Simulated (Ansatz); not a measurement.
SiO₂ (P4₁2₁2, No. 92) was calculated with PBE (Ansatz, an electronic-structure program, plane waves, PAW).

Settings: plane-wave cutoff 520 eV, 8×8×6 k mesh (along the axes of the cell as run), scalar-relativistic PAW data made under PBE.

Computed at the level's own relaxed cell.

Question: Predict the Voigt–Reuss–Hill bulk modulus, polycrystal shear modulus (Hill average), Young modulus and Poisson ratio.

Answer: 
- Voigt–Reuss–Hill bulk modulus = 15.8 GPa
- polycrystal shear modulus (Hill average) = 41.2 GPa
- Young modulus = 66.2 GPa
- Poisson ratio = -0.197

Note: the volume lies 7 % above that of the published cell.

Elastic constants are with the ions relaxed.

Computed values are for the static lattice.

Cost on a shared machine: very roughly 110 core-minutes.
